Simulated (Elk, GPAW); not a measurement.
A GPAW input for a self-consistent single point of Ga₂Cu (P4/mmm, 3 atoms in the cell) (DFT LDA (Perdew-Wang 92), plane waves, GPAW PAW datasets LDA (gpaw-data 1.0.1)):

```python
from ase import Atoms
from ase.units import GPa
from gpaw import GPAW, PW

atoms = Atoms(['Ga', 'Ga', 'Cu'],
              cell=[[2.743451, 0.000000, 0.000000],
                    [0.000000, 2.743451, 0.000000],
                    [0.000000, 0.000000, 5.687273]],
              scaled_positions=[[0.500000, 0.500000, 0.284320],
                                [0.500000, 0.500000, 0.715680],
                                [0.000000, 0.000000, 0.000000]],
              pbc=True)

calc = GPAW(mode=PW(850),
            xc='LDA',
            kpts={'size': (8, 8, 4), 'gamma': True},
            occupations={'name': 'methfessel-paxton', 'width': 0.136, 'order': 0},
            nbands=-9,
            symmetry={'symmorphic': False, 'tolerance': 0.0005},
            maxiter=120,
            txt='-')

atoms.calc = calc

energy = atoms.get_potential_energy()
print('Energy (eV):', round(energy, 6))
forces = atoms.get_forces()
print('Forces (eV/Ang):')
print(forces.round(5))
stress = atoms.get_stress()
print('Stress (GPa, Voigt):', (stress / GPa).round(4))
```

### Question
Translate this input to Elk.

### Answer
This is the input that was run; spellings and numerical settings could be chosen otherwise.

```
tasks
  0

rgkmax
  8.0

gmaxvr
  16.0

nxlo
  2

lorbcnd
  .true.

rmtscf
  0.92

lmaxi
  3

stype
  0

swidth
  0.00499791

maxscl
  100

avec
    5.1843710263    0.0000000000    0.0000000000
    0.0000000000    5.1843710263    0.0000000000
    0.0000000000    0.0000000000   10.7473883660

sppath
  'species/'

atoms
  2
  'Ga.in'
  2
  0.5000000000  0.5000000000  0.2843200000    0.0 0.0 0.0
  0.5000000000  0.5000000000  0.7156800000    0.0 0.0 0.0
  'Cu.in'
  1
  0.0000000000  0.0000000000  0.0000000000    0.0 0.0 0.0

ngridk
  8 8 4
```

Basis, cutoffs, solver keys and any potentials are the target program's own. This input uses DFT, LDA (PW92), all-electron FP-LAPW, Elk's shipped species files, APW+lo basis with extra local orbitals. LDA parametrisations can differ slightly between programs.

The starting cell comes from a database of computed structures (which also holds hypothetical and non-ambient phases and stackings), without a prior relaxation at this level. For this run, on top of that: lattice scaled by 0.98.
